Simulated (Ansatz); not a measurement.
**BeTe, response to strain**

Start from BeTe in the zinc blende structure (space group F-43m, No. 216; a = 5.657 Å). Axes: x, y, z lie along the cube axes.

Strains are applied to the cell and any free atomic positions relax; under biaxial strain the out-of-plane vector relaxes too.

The values are results of plane-wave PAW DFT at the r2SCAN level (Ansatz, an electronic-structure program, 500 eV), no spin-orbit coupling, not measurements.

Candidates:
(a) isotropic strain +4.67 %
(b) uniaxial strain ε_yy = +3.13 %
(c) uniaxial strain ε_xx = +1.09 %
(d) biaxial strain −3.68 %, plane normal [001], relaxed out of plane

Notes on the quantities. energy relative to the base: free energy F.

### Question
Order them by energy relative to the base, highest first.

### Answer
(a) isotropic strain +4.67 % (+72 meV/atom), (d) biaxial strain −3.68 %, plane normal [001], relaxed out of plane (+23 meV/atom), (b) uniaxial strain ε_yy = +3.13 % (+6.8 meV/atom), (c) uniaxial strain ε_xx = +1.09 % (+0.8 meV/atom)

Whether these cells are dynamically stable was not tested.
